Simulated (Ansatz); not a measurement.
Cubic perovskite CsCdF3

These are rVV10 (Ansatz, a quantum-chemistry and plane-wave program, PAW) values and carry that method's errors.

Numerical settings: plane-wave cutoff 520 eV, 8×8×8 k mesh, Fermi–Dirac smearing 0.01 eV, scalar-relativistic PAW data made under PBE.

Cell: relaxed at this level.

```yaml
equilibrium_volume_per_atom: 18.37 Å³/atom
bulk_modulus: 62.4 GPa
band_gap: 3.16 eV
smallest_direct_gap_on_the_k_points_sampled: 4.21 eV
lattice_parameter_a: 4.512 Å
pressure derivative B′ of the bulk modulus: 5.0
```

Note: the relaxation could not lower the start's symmetry, so the cell can be a saddle point above a distorted one.

Spin–orbit coupling is not included.

Computed values are for the static lattice.
